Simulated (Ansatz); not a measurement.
Take MnTlBr$_{3}$ in the cubic perovskite structure (space group Pm-3m, No. 221; a = 5.309 Å; ferromagnetic; a hypothetical phase, not in the database extracts checked) as the base. Axes: x, y, z lie along the cube axes.

All numbers come from plane-wave PAW DFT at the r2SCAN level (Ansatz, an electronic-structure program, 500 eV), no SOC.

Strains are applied to the cell and any free atomic positions relax; under biaxial strain the out-of-plane vector relaxes too.

One change was made to it. Results:

| quantity | base | after |
|---|---|---|
| pressure | 0.0 GPa | -3.3 GPa |
| energy relative to the base (free energy F) | 0 meV/atom | +53 meV/atom |
| largest site moment | 4.51 μB | 4.62 μB |

Problem. Name the change that was made.
(A) biaxial strain −0.93 %, plane normal [001], relaxed out of plane
(B) uniaxial strain ε_yy = +1.54 %
(C) isotropic strain +4.80 %
(D) isotropic strain −3.18 %
(E) isotropic strain +5.38 %

Solution. C, isotropic strain +4.80 %. For comparison, the energy relative to the base in the other runs: isotropic strain −3.18 % gives +31 meV/atom; biaxial strain −0.93 %, plane normal [001], relaxed out of plane gives +1.1 meV/atom; isotropic strain +5.38 % gives +66 meV/atom; uniaxial strain ε_yy = +1.54 % gives +1.2 meV/atom.

Whether these cells are dynamically stable was not tested. No Hubbard U is applied and the magnetic state is the run's own (MnTlBr3 ferromagnetic); small cells can't hold the antiferromagnetic order that many such compounds have, so gaps and moments can be off. Many cubic perovskites are stable only at high temperature; tilts and polar distortions were not tested.
